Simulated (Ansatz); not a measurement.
# A computed series for SnO2: response to strain

Take SnO2 in the rutile structure (space group P4_2/mnm, No. 136; a = 4.759 Å, c = 3.200 Å) as the base. Axes: x, y, z lie along a, b, c of the conventional cell.

Strains are applied to the cell and any free atomic positions relax; under biaxial strain the out-of-plane vector relaxes too; under stress the whole cell relaxes.

All numbers come from r2SCAN in Ansatz (plane waves to 500 eV, PAW, no SOC), earlier PAW set.

Notes on the quantities. energy relative to the base: free energy F.

```tsv
change	band gap	volume per atom	energy relative to the base	electron mass
base	1.79 eV	12.08 Å³	0 meV/atom	0.20 mₑ along c, 0.23 mₑ across (at Γ)
biaxial strain −4.06 %, plane normal [001], relaxed out of plane	2.23 eV	11.48 Å³	–	0.21 mₑ out of plane, 0.23 mₑ in plane (at Γ)
isotropic strain +0.67 %	1.57 eV	12.32 Å³	+3.1 meV/atom	0.18 mₑ along c, 0.22 mₑ across (at Γ)
uniaxial strain ε_xx = +1.63 %	1.64 eV	12.27 Å³	+2.5 meV/atom	0.19 mₑ along z, 0.22 mₑ across (at Γ)
uniaxial strain ε_yy = +1.40 %	1.66 eV	12.25 Å³	+1.8 meV/atom	0.19 mₑ along z, 0.22 mₑ across (at Γ)
uniaxial stress, 2 GPa compression along x	1.83 eV	12.03 Å³	+1.2 meV/atom	0.20 mₑ along z, 0.23 mₑ across (at Γ)
uniaxial stress, 5 GPa tension along x	1.75 eV	12.19 Å³	+6.9 meV/atom	0.22 mₑ along x, 0.24 mₑ along y, 0.19 mₑ along z (at Γ)
uniaxial stress, 1 GPa compression along x	1.81 eV	12.05 Å³	+0.3 meV/atom	0.20 mₑ along z, 0.23 mₑ across (at Γ)
```

Masses are band curvatures over ±0.01 Å⁻¹ around the edge. Beyond what the load breaks, stability against distortions was not tested. The base started in Pnnm and relaxed to P4_2/mnm at this level.

Ansatz is an electronic-structure program.
